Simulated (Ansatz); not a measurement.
The starting structures come from a database of crystals and need not be the phases stable at ambient conditions.

The decay constant κ of evanescent states in the gap governs leakage through a thin film.

Input:

```
CsPbCl3
1.0
    7.87553     0.00000     0.00000
    0.00065     9.75434     0.00000
    0.00000    -3.39574     4.64674
Cs Pb Cl
2 2 6
Direct
  0.49256   0.50744   0.00744
  0.99429   0.00571   0.50571
  0.99268   0.50708   0.50708
  0.49292   0.00732   0.00732
  0.18361   0.19797   0.19797
  0.80203   0.81639   0.81639
  0.49216   0.00698   0.50698
  0.99302   0.50784   0.00784
  0.30128   0.69872   0.69872
  0.68343   0.31657   0.31657
```

Space group of this cell: Amm2. The cell is taken as given.

Transport runs along the normal of the first two printed cell vectors.

The gap is the functional's own, uncorrected, and κ follows it; spin-orbit coupling is left out. Mid-gap values are interpolated between the computed energies.

Question: Estimate the band gap and the smallest decay constant κ at mid-gap that Ansatz (a program for electronic structure) with r2SCAN returns for this system.

Answer: Gap 2.66 eV on a 8×8×8 mesh; κ = 0.189 1/Å, at (0.000, 0.500) of the in-plane reciprocal vectors. At the zone centre, at the nearest computed energy, the slowest state has κ = 0.25 1/Å.
